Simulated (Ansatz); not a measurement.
The parent structure is Nb in the bcc (W type) structure (space group Im-3m, No. 229; a = 3.271 Å).

Perturbation: Ta takes the place of Nb on all its sites; the structure is relaxed again.

Levels (all Ansatz, a quantum-chemistry and plane-wave program, PAW): PBEsol (420 eV, no SOC); r2SCAN (500 eV, without spin-orbit coupling).

The geometry is relaxed with PBEsol.

- PBEsol pressure = 0.0 GPa

With r2SCAN at the same geometry, the pressure goes from zero to 4.4 GPa.

Single points use the geometry relaxed with PBEsol. Their cutoffs differ, which shifts pressures a little. No phonon test of stability was made. The final runs are not spin-polarised.
